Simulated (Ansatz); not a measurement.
YC2 (I4/mmm, No. 139, 3 atoms in the cell; start mp-313), treated with r²SCAN (Ansatz, a program for electronic structure, plane waves, PAW).

Numerical settings: plane-wave cutoff 560 eV, 22×22×22 k mesh, Fermi–Dirac smearing 0.05 eV, scalar-relativistic PAW data made under PBE.

Cell (relaxed at this level):

Space group I4/mmm (No. 139); a = b = 3.676 Å, c = 6.185 Å, α = β = γ = 90.00°

```csv
atom,site,symmetry,x,y,z
Y,2a,4/mmm,0.0000,0.0000,0.0000
C,4e,4mm,0.0000,0.0000,0.3955
```
(The calculation used a cell of 3 atoms; values per cell refer to that cell.)

Question: Estimate the bulk modulus B0 that the calculation returns.

Answer: 
- bulk modulus B0: 114 GPa

The run finds no gap.

Note: the bulk modulus is −V dP/dV from two relaxed cells at ±2 % in volume; the relaxation could not lower the start's symmetry, so the cell can be a saddle point above a distorted one.

Cost on a shared machine: very roughly 2.3 core-minutes.

A start named mp-… is a Materials Project structure, which need not be a measured phase.
